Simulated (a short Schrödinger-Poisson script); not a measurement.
System: gated Al0.4Ga0.6N/GaN polarisation-induced gas, at 20 K.

```tsv
layer	material	thickness (nm)	Na (cm⁻³)
1	Al0.4Ga0.6N	25	-
2	GaN	6000	2e15
```

The device is made up for the run: typed textbook-type constants, with dimensions and the other settings drawn at random. Al0.4Ga0.6N: permittivity 9.26, conduction-band edge (eV) 0.58, gap (eV) 4.258, electron mass (mₑ) 0.248, Nv at 300 K (cm⁻³) 4.6e19. GaN: permittivity 9.5, conduction-band edge (eV) 0, gap (eV) 3.43, Nv at 300 K (cm⁻³) 4.6e19.

Channel valleys (confinement mass, in-plane density-of-states mass, number): Γ 0.2, 0.2, 1. At the gate the conduction-band edge of layer 1 lies 1.36 eV − eVg above the Fermi level of the channel; the field vanishes at the back. Sheet of polarisation charge: +2e13 e/cm² at 25 nm from the gate. The barrier under the gate holds no holes. Gaps are held at their typed values at every temperature. Mesh 0.08 nm at interfaces.

Solved with a short Schrödinger-Poisson script written for these runs: 1D Poisson equation in equilibrium, electrons quantum, Hartree (BenDaniel-Duke, 40 states a valley, the channel's in-plane mass for all, wave functions free to enter the barrier), parabolic valleys, classical holes, full ionisation, no traps, pinning or gate leakage.

The same stack at other levels of the model or other numerical settings:

```
run                                                                  sheet density of all electrons at Vg = 0.5 V (cm⁻²)  sheet density of all electrons at Vg = -5.5 V (cm⁻²)  capacitance at Vg = 0.5 V (μF/cm²)  centroid of the channel electrons at Vg = 0.5 V (nm)  rough cost against the base
-------------------------------------------------------------------  ---------------------------------------------------  ----------------------------------------------------  ----------------------------------  ----------------------------------------------------  ---------------------------
base                                                                                                             1.81e13                                               6.29e12                               0.319                                                  1.57                      about 1
electrons treated as classical, Boltzmann                                                                            ___                                                   ___                                 ___                                                  0.10                         0.02
electrons treated as classical, Fermi-Dirac                                                                      1.81e13                                               6.39e12                               0.314                                                  1.37                         0.07
electrons treated as quantum, Hartree plus LDA exchange-correlation                                              1.82e13                                               6.37e12                               0.319                                                  1.45                            2
mesh six times as coarse                                                                                         1.81e13                                               6.29e12                               0.319                                                  1.50                          0.3
one subband a valley                                                                                             1.80e13                                               6.29e12                               0.317                                                  1.27                          0.4
```

Problem. Complete the blanks.

Solution. 
- electrons treated as classical, Boltzmann, capacitance at Vg = 0.5 V (μF/cm²): 0.327
- electrons treated as classical, Boltzmann, sheet density of all electrons at Vg = 0.5 V (cm⁻²): 1.91e13
- electrons treated as classical, Boltzmann, sheet density of all electrons at Vg = -5.5 V (cm⁻²): 6.82e12

The classical rows ignore confinement, and Boltzmann statistics overrate the density once the band edge passes the Fermi level.
